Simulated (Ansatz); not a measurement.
**Cost against accuracy: kpoints.mp_grid.grid for Nb3PbS6 (P6_3/mcm, 20 atoms in the cell)**

Cell: a = 5.8647 Å, b = 5.8647 Å, c = 14.8764 Å, α = 90.00°, β = 90.00°, γ = 120.00°.

Level of theory: LDA (PW92), default PAW files made with PBE (plane waves; Ansatz, a first-principles code).

Base settings: basis.ecutwfc = 420 eV; kpoints.mp_grid.grid = 4 4 2; hamiltonian.xc = lda; hamiltonian.pseudopotentials = {kind: paw} (the program's default PAW files); scf.occupations.method = gaussian; scf.occupations.width = 0.05 eV.

Misses are taken against the tightest run, 16 16 6, which need not be fully converged itself. The energy is the free energy per atom.

The count of work is k-points × plane waves × bands × iterations; it is no time, and leaves out set-up, grids and terms that scale otherwise. Core times come from one kind of shared machine and are given to one figure; runs under 30 s give none.

The starting cell comes from a database of computed structures (which also holds hypothetical and non-ambient phases and stackings), without a prior relaxation at this level. Spin polarisation is off. In the base run, with a pressure of about -6 GPa the cell is away from its equilibrium volume at this level. Ansatz's pressure includes its estimate of the finite-basis (Pulay) stress.

The runs (kpoints.mp_grid.grid): 1 1 1 | 2 2 1 | 3 3 1 | 4 4 2 | 5 5 2 | 6 6 3 | 7 7 3 | 9 9 3 | 10 10 4 | 13 13 5 | 16 16 6.

Task: Which is the coarsest setting among those run that, with all tighter ones, holds the energy within 1 meV/atom of the reference, and what does it save?

Result: 7 7 3, off by 0.07 meV/atom; it needs 0.13 of the reference's count of work and about 0.2 of the reference's time. The coarser 5 5 2 also lies inside, but a setting between leaves the range again, so that is luck.

Task: For at most 0.05 times the reference's count of work, which run misses the energy least?

Result: 3 3 1, with a miss of 2.4 meV/atom at a count of 0.032.

Task: What does the step from 2 2 1 to 5 5 2 buy?

Result: It takes the miss in the energy from 17 to 0.36 meV/atom, for 5.0 times the count of work.

```
kpoints.mp_grid.grid  energy less reference (meV/atom)  pressure less reference (GPa)  largest difference in the force on any atom (eV/Å)  count of work / reference  core time / reference (rough)
--------------------  --------------------------------  -----------------------------  --------------------------------------------------  -------------------------  -----------------------------
1 1 1                                           237.02                           1.71                                               0.442                      0.012                              –
2 2 1                                            16.95                           0.45                                               0.125                      0.019                              –
3 3 1                                             2.36                           0.11                                               0.088                      0.032                              –
4 4 2                                            -1.81                          -0.02                                               0.035                      0.067                              –
5 5 2                                             0.36                           0.00                                               0.010                      0.095                              –
6 6 3                                             1.16                           0.01                                               0.007                       0.13                            0.2
7 7 3                                             0.07                           0.00                                               0.005                       0.13                            0.2
9 9 3                                             0.04                           0.00                                               0.004                       0.20                            0.2
10 10 4                                          -0.11                           0.00                                               0.003                       0.40                            0.4
13 13 5                                          -0.03                           0.00                                               0.002                       0.53                            0.6
16 16 6                                           0.00                           0.00                                               0.000                        1.0                              1
```

Keys are those of Ansatz 0.2.
